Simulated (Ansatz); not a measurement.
GaSb: pressure series

Take GaSb in the zinc blende structure (space group F-43m, No. 216; a = 6.213 Å) as the base.

Cell and atoms are relaxed at each pressure.

Computed with DFT with PBE, PAW potentials and a 420 eV plane-wave cutoff in Ansatz (an electronic-structure program), spin-orbit coupling left out.

Question: Only one of these has no band gap. Which?
(A) pressure 9 GPa
(B) pressure 4.5 GPa
(C) pressure 15 GPa
(D) pressure 0.9 GPa

Answer: D, pressure 0.9 GPa. Computed: pressure 15 GPa: 0.61 eV; pressure 9 GPa: 0.62 eV; pressure 0.9 GPa: zero; pressure 4.5 GPa: 0.29 eV

With Sb present, leaving out spin-orbit coupling can change the band edges. Load acts through the strain it causes; cell and atoms are relaxed under it. Stability against distortions was not tested. Tetrahedral semiconductors of this kind turn to denser phases somewhere between about 1 and 50 GPa; those were not computed, so compressed cells here can lie past the real transition. The final runs are not spin-polarised. The zero or small gap of GaSb can change with the level of theory.
